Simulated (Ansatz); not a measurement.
**How the lattice parameter a of HfGe2 (model structure, from the fluorite type, Fm-3m, No. 225) moves with the method**

No measured value is used here.

Question: Put these levels in order of the lattice parameter a that they give for HfGe2 (model structure, from the fluorite type, Fm-3m, No. 225), smallest first: PBE (Ansatz, an electronic-structure program), PBE-D3(BJ) (Ansatz), PBEsol (Ansatz).

Answer: PBEsol (6.354 Å), PBE-D3(BJ) (6.377 Å), PBE (6.448 Å)

Density-functional levels without +SOC have no spin–orbit coupling. Ansatz's density-functional and Hartree–Fock values are scalar-relativistic unless marked +SOC, with PAW data made under PBE.

A model structure was made by putting elements into a prototype or built by hand; it is no filed structure, need not be a known phase, and can be a saddle point held by its symmetry.
